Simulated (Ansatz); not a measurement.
Rh: response to strain

Base system: Rh in the fcc (Cu type) structure (space group Fm-3m, No. 225).

```yaml
crystal:
  lattice:
    - [0.00000, 1.90000, 1.90000]
    - [1.90000, 0.00000, 1.90000]
    - [1.90000, 1.90000, 0.00000]
  atoms:
    - { symbol: Rh, position: [0.00000, 0.00000, 0.00000] }
```

Cartesian axes are those of the cell as printed.

Strains are applied to the cell and any free atomic positions relax; under biaxial strain the out-of-plane vector relaxes too; under stress the whole cell relaxes.

Method: Ansatz (a first-principles code), r2SCAN, PAW, cutoff 500 eV, scalar-relativistic without spin-orbit coupling.

Notes on the quantities. pressure: mean of the normal stresses, compression positive; energy relative to the base: free energy F.

| change | pressure | energy relative to the base | volume per atom |
|---|---|---|---|
| base | 0.0 GPa | 0 meV/atom | 13.72 Å³ |
| biaxial strain −2.52 %, plane normal [001], relaxed out of plane | 9.0 GPa | +28 meV/atom | 13.33 Å³ |
| biaxial strain −2.33 %, plane normal [001], relaxed out of plane | 8.3 GPa | +24 meV/atom | 13.36 Å³ |
| biaxial strain +0.69 %, plane normal [001], relaxed out of plane | -2.1 GPa | +1.9 meV/atom | 13.82 Å³ |
| biaxial strain +1.14 %, plane normal [001], relaxed out of plane | -3.4 GPa | +5.1 meV/atom | 13.89 Å³ |
| biaxial strain −0.82 %, plane normal [110], relaxed out of plane | 3.3 GPa | +3.4 meV/atom | 13.57 Å³ |
| biaxial strain +3.58 %, plane normal [110], relaxed out of plane | -11.8 GPa | +58 meV/atom | 14.44 Å³ |
| biaxial strain −0.38 %, plane normal [111], relaxed out of plane | 1.6 GPa | +0.8 meV/atom | 13.64 Å³ |
| uniaxial strain ε_zz = −2.57 % | 8.0 GPa | +13 meV/atom | 13.37 Å³ |
| uniaxial stress, 8 GPa compression along z | – | +8.3 meV/atom | 13.60 Å³ |

A biaxial case was relaxed in a doubled cell and then solved in the primitive one. Without a gap, meshes like the base's 21×21×21 leave anisotropic stresses uncertain by several tenths of a GPa, and small strain energies with them. Beyond what the load breaks, stability against distortions was not tested. All final runs are without spin polarisation. Rh lies near a magnetic instability that expansion can trigger; it was not tested.
